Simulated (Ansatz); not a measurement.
Take BN in the h-BN type structure (space group P6_3/mmc, No. 194; a = 2.5006 Å, c = 6.5258 Å; layered, stacked along the Cartesian z axis) as the base. Axes: x lies along a and z along c of the hexagonal cell.

Computed with r2SCAN+rVV10 (Ansatz, a first-principles code), no spin-orbit coupling.

One thing is altered: uniaxial strain ε_xx = +2.85 %, all other strain components held at zero, atoms relaxed at fixed cell.

Problem. Predict the stress tensor and what it implies for the stiffness.

Solution. Stress of the strained cell less that of the base (GPa, compression positive):
```
 -24.46    0.00    0.00
   0.00   -5.23    0.00
   0.00    0.00   -0.04
```

Then −Δσ_ii/ε with ε = 0.0285 gives secant stiffness values (nonlinear terms included at this strain): C11 ≈ 858 GPa and C12 ≈ 184 GPa.

As a check, the harmonic strain energy −½ V₀ Δσ:ε is 19 meV/atom; the computed energy rise is 20 meV/atom.

Stability against distortions was not tested.
